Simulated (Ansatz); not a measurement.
Defect: interstitial Cu in rock-salt TiN, neutral cell. Computed with PBE, PAW (plane waves to 420 eV; Ansatz, a program for electronic structure).

64-site cell at the relaxed PBE lattice, a 2×2×2 k-point mesh shifted by half a step, smearing 0.10 eV, spin-restricted, no finite-size correction. Energies are static. Sites that were not tried may lie lower.

Barriers: single points on a 4×4×4 k-point mesh shifted by half a step at the bands' geometries.

The step: several atoms move together, Cu the farthest. Atoms about the jump, Cartesian Å from the middle of the jump, before and after:

| atom | x0 | y0 | z0 | x1 | y1 | z1 |
|---|---|---|---|---|---|---|
| Cu1 | 0.00 | -1.06 | 0.00 | 0.00 | 1.06 | 0.00 |
| N2 | 1.11 | 0.05 | -1.11 | 1.11 | -0.05 | -1.11 |
| N3 | -1.11 | 0.05 | 1.11 | -1.11 | -0.05 | 1.11 |
| Ti4 | -1.27 | 0.21 | -1.27 | -1.27 | -0.21 | -1.27 |
| Ti5 | 1.27 | 0.21 | 1.27 | 1.27 | -0.21 | 1.27 |
| N6 | -1.11 | -2.17 | -1.11 | -1.07 | -2.17 | -1.07 |
| N7 | -1.07 | 2.17 | -1.07 | -1.11 | 2.17 | -1.11 |
| N8 | 1.11 | -2.17 | 1.11 | 1.07 | -2.17 | 1.07 |
| N9 | 1.07 | 2.17 | 1.07 | 1.11 | 2.17 | 1.11 |
| Ti10 | 1.27 | -2.33 | -1.27 | 1.06 | -2.16 | -1.06 |
| Ti11 | -1.27 | -2.33 | 1.27 | -1.06 | -2.16 | 1.06 |
| Ti12 | -1.06 | 2.16 | 1.06 | -1.27 | 2.33 | 1.27 |
| Ti13 | 1.06 | 2.16 | -1.06 | 1.27 | 2.33 | -1.27 |
| Ti14 | 1.06 | 0.00 | -3.22 | 1.06 | 0.00 | -3.22 |
| Ti15 | -3.22 | 0.00 | 1.06 | -3.22 | 0.00 | 1.06 |
| Ti16 | 3.22 | 0.00 | -1.06 | 3.22 | 0.00 | -1.06 |
| Ti17 | -1.06 | 0.00 | 3.22 | -1.06 | 0.00 | 3.22 |
| N18 | -1.07 | 0.01 | -3.23 | -1.07 | -0.01 | -3.23 |
| N19 | -3.23 | 0.01 | -1.07 | -3.23 | -0.01 | -1.07 |
| N20 | 3.23 | 0.01 | 1.07 | 3.23 | -0.01 | 1.07 |
| N21 | 1.07 | 0.01 | 3.23 | 1.07 | -0.01 | 3.23 |

Question: Predict the transition state.

Answer: 
```tsv
atom	x	y	z
Cu1	0.00	0.01	0.00
N2	1.24	0.01	-1.24
N3	-1.24	0.01	1.24
Ti4	-1.47	0.01	-1.47
Ti5	1.47	0.01	1.47
N6	-1.10	-2.08	-1.10
N7	-1.10	2.09	-1.10
N8	1.10	-2.08	1.10
N9	1.10	2.09	1.10
Ti10	1.06	-2.19	-1.06
Ti11	-1.06	-2.19	1.06
Ti12	-1.06	2.20	1.06
Ti13	1.06	2.20	-1.06
Ti14	1.10	0.01	-3.23
Ti15	-3.23	0.01	1.09
Ti16	3.23	0.01	-1.10
Ti17	-1.09	0.01	3.23
N18	-1.07	0.01	-3.31
N19	-3.31	0.01	-1.08
N20	3.31	0.01	1.07
N21	1.08	0.01	3.31
```
It lies 1.40 eV above the start and 1.40 eV above the end. The saddle point's order was not checked, and it lies on a symmetry element of the cell, where a band can be held.
